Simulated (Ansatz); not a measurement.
Base system: BN in the zinc blende structure (space group F-43m, No. 216; a = 3.606 Å).

Method: PBEsol/PAW in Ansatz (an electronic-structure program), no SOC.

Base values:

* **Smallest direct gap**: 8.81 eV

It is then changed as follows: every lattice vector is shortened by 2.79 %, atoms relaxed at fixed cell.

Q: How does this affect the energy relative to the base?

A: The energy grows by 53 meV/atom.

Q: Estimate the effect on the mean gap deformation potential ΔEg/Δln V.

A: The mean gap deformation potential ΔEg/Δln V is -1.0 eV.

Q: What does the calculation give for the smallest direct gap after the change?

A: The smallest direct gap goes up by 0.40 eV (8.81 eV → 9.21 eV).

The cells carry an imposed strain or load. No phonon test of stability was made.
